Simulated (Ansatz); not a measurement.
The parent structure is ZnS in the zinc blende structure (space group F-43m, No. 216).

```
ZnS
1.0
    0.00000     2.64841     2.64841
    2.64841     0.00000     2.64841
    2.64841     2.64841     0.00000
Zn S
1 1
Direct
  0.00000   0.00000   0.00000
  0.75000   0.75000   0.75000
```

All numbers come from Ansatz (a program for electronic structure), LDA, PAW, cutoff 420 eV, no spin-orbit coupling.

Base values:

The electron mass comes out as 0.17 mₑ (at Γ) and the valley order is Γ 2.13 eV; X along ⟨100⟩ 3.05 eV; L along ⟨111⟩ 3.20 eV.

It is then changed as follows: the cell is scaled by 0.9850 in all directions, atoms relaxed at fixed cell.

Problem. What happens to the electron mass, valley order and mean gap deformation potential ΔEg/Δln V?

Solution. The electron mass becomes 0.18 mₑ (at Γ) (base: 0.17 mₑ (at Γ)); the valley order (the lowest conduction-band minima on the path, energy above the VBM, named in the base's zone) goes from Γ 2.13 eV; X along ⟨100⟩ 3.05 eV; L along ⟨111⟩ 3.20 eV to Γ 2.33 eV; X along ⟨100⟩ 2.94 eV; L along ⟨111⟩ 3.29 eV; the mean gap deformation potential ΔEg/Δln V comes out as -4.6 eV.

The cells carry an imposed strain or load. Effective masses come from finite differences of ±0.01 Å⁻¹. No phonon test of stability was made.
